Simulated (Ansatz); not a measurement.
The reference is CdS in the wurtzite structure (space group P6_3mc, No. 186; a = 4.124 Å, c = 6.708 Å).

Calculations: plane-wave PAW DFT at the PBEsol level (Ansatz, a first-principles code, 420 eV), no spin-orbit coupling.

Strains are applied to the cell and any free atomic positions relax.

One change was made to it. Results:

```tsv
quantity	base	after
pressure (mean of the normal stresses, compression positive)	0.00 GPa	1.15 GPa
energy relative to the base (free energy F)	0 meV/atom	+1.6 meV/atom
mean gap deformation potential ΔEg/Δln V	–	-2.2 eV
```

Problem. Which change produced these results?
A) isotropic strain −0.60 %
B) isotropic strain −1.20 %
C) isotropic strain −3.00 %
D) isotropic strain −1.80 %
E) isotropic strain −2.40 %

Solution. A, isotropic strain −0.60 %. For comparison, the energy relative to the base in the other runs: isotropic strain −3.00 % gives +43 meV/atom; isotropic strain −2.40 % gives +27 meV/atom; isotropic strain −1.20 % gives +6.4 meV/atom; isotropic strain −1.80 % gives +15 meV/atom.

Stability against distortions was not tested.
